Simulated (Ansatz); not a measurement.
Slab thickness and the (110) surface of bcc Nb: the same face, mesh and vacuum, all atoms relaxed in the 1x1 cell under the symmetry of the ideal cut; the real face may buckle or reconstruct.

Level of theory: PBE (plane waves to 420 eV, PAW; Ansatz, a quantum-chemistry and plane-wave program).

| atoms | thickness (Å) | γ (J/m²) | work function, top face (eV) | rough cost |
|---|---|---|---|---|
| 2 | 2.1 | 2.10 | (withheld) | about 30 core-seconds (a rough figure) |
| 3 | 4.5 | 2.10 | (withheld) | about 40 core-seconds (a rough figure) |
| 4 | 6.8 | 2.07 | 4.48 | roughly 80 core-seconds |
| 5 | 9.2 | 2.08 | 4.50 | very roughly 80 core-seconds |
| 6 | 11.5 | 2.08 | 4.49 | around 90 core-seconds (rough) |
| 7 | 13.8 | 2.07 | 4.49 | roughly 3 core-minutes |
| 8 | 16.2 | 2.07 | 4.50 | around 2.6 core-minutes (rough) |
| 10 | 20.9 | 2.08 | 4.49 | roughly 5 core-minutes |

Q: Fill in the missing entries.

A: 
- 2, work function, top face (eV): 4.41
- 3, work function, top face (eV): 4.54
